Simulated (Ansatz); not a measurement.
CaV2O6 (C2/m, No. 12, 9 atoms in the cell), treated with r²SCAN+rVV10 (Ansatz, a first-principles code, PAW).

Settings: plane-wave cutoff 500 eV, 12×12×6 k mesh (along the axes of the cell as run), Fermi–Dirac smearing 0.05 eV, no spin polarisation, scalar-relativistic PAW data made under PBE.

Cell (relaxed at this level):

```xyz
9
Lattice="4.8565 -1.8142 -0.0678 4.8565 1.8142 -0.0678 -1.7675 0.0000 6.8812" Properties=species:S:1:pos:R:3 pbc="T T T"
Ca     0.0000     0.0000     0.0000
V      1.0053     0.0000     4.5528
V      6.9403     0.0000     2.1929
O      6.1348     0.0000     4.0161
O      1.8109     0.0000     2.7295
O      1.8524     0.0000     5.9979
O      6.0932     0.0000     0.7478
O     -0.5814     0.0000     4.9019
O      8.5270     0.0000     1.8437
```

Question: Estimate the band gap that the calculation returns.

Answer: 
band gap: 3.16 eV (on the SCF k mesh)

Note: the relaxation could not lower the start's symmetry, so the cell can be a saddle point above a distorted one.

The computed numbers hold no vibrational or temperature effects.
